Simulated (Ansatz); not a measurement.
# A constructed model of the (0001) surface of hcp Mg, a pseudomorphic layer of Ge in the host's stacking (bottom of the slab: a bare face, its two planes held)

Computed with PBE (plane waves to 420 eV, PAW; Ansatz, a program for electronic structure).

Slab: 7 atoms, 15.0 Å thick at the start; k 13x13x1, smearing 0.1 eV, dipole-corrected; 2 atoms held, the rest relaxed; held to the start's symmetry, so lower structures may exist; no spin, no spin-orbit, no U. It is one candidate, not shown to be the stable structure of the face.

The work function of the top face is 4.57 eV and the energy released by relaxation is 0.077 eV. The cost is very roughly 40 core-seconds.
